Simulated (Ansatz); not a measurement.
**Cu under a change: uniaxial strain ε_zz = −2.50 %**

Base system: Cu in the fcc (Cu type) structure (space group Fm-3m, No. 225; a = 3.518 Å; relaxed with 0.1 eV smearing). Axes: x, y, z lie along the cube axes.

Modification: uniaxial strain ε_zz = −2.50 %, all other strain components held at zero; the atoms relax in the strained cell.

Method: Kohn–Sham DFT with the LDA functional, run in Ansatz (an electronic-structure program) with PAW and 420 eV plane waves, spin-orbit coupling left out. Settings: 32×32×32 k-points, 0.1 eV Fermi–Dirac smearing.

```csv
quantity,base,changed,shift
space group,Fm-3m (No. 225),I4/mmm (No. 139),–
shortest interatomic distance,248.8 pm,245.7 pm,-3.1 pm
energy relative to the base (free energy F),0 meV/atom,+5.2 meV/atom,+5.2 meV/atom
"pressure (mean of the normal stresses, compression positive)",0.0 GPa,5.1 GPa,+5.1 GPa
band gap,zero,zero,–
"stress (xx, yy, zz, yz, xz, xy; compression positive)",–,"(4.6, 4.6, 6.2, 0.0, 0.0, 0.0) GPa",–
```

Whether these cells are dynamically stable was not tested. All final runs are without spin polarisation.
